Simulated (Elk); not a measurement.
Band structure of AlNi (Pm-3m, 2 atoms in the cell).

```yaml
crystal:
  lattice:
    - [2.86686, 0.00000, 0.00000]
    - [0.00000, 2.86686, 0.00000]
    - [0.00000, 0.00000, 2.86686]
  atoms:
    - { symbol: Al, position: [0.50000, 0.50000, 0.50000] }
    - { symbol: Ni, position: [0.00000, 0.00000, 0.00000] }
```

Level of theory: Elk 10.2.4 with PBE, all-electron FP-LAPW, Elk's shipped species files, APW+lo basis with extra local orbitals.

Settings: xctype = 20; rgkmax = 8; stype = 0; swidth = 0.00499791 Ha; ngridk = 11 11 11; gmaxvr = 18 1/bohr; lmaxapw = 10; lmaxo = 8; nxlo = 2; lorbcnd = true; lradstp = 2; nrmtscf = 2; lmaxi = 4; maxscl = 100.

The starting cell comes from a database of computed structures (which also holds hypothetical and non-ambient phases and stackings), without a prior relaxation at this level. Its lattice was rescaled by a random factor within 2.5 % of one. Spin polarisation is off. Values depend on the basis (sphere radii, cutoffs, local orbitals), which need not be converged.

Levels in eV from the Fermi level, bands 9 to 16:
```tsv
point	9	10	11	12	13	14	15	16
Γ	-3.29	-1.55	-1.55	-1.55	5.54	5.54	5.54	8.17
X	-2.80	-2.27	-2.27	-1.46	-0.63	8.28	10.06	10.06
M	-2.95	-2.95	-2.10	-2.10	-1.00	1.50	2.57	12.42
R	-4.17	-0.98	-0.98	1.96	1.96	1.96	3.81	4.52
```

Bands cross the Fermi level along this path, so the cell is metallic at this level.
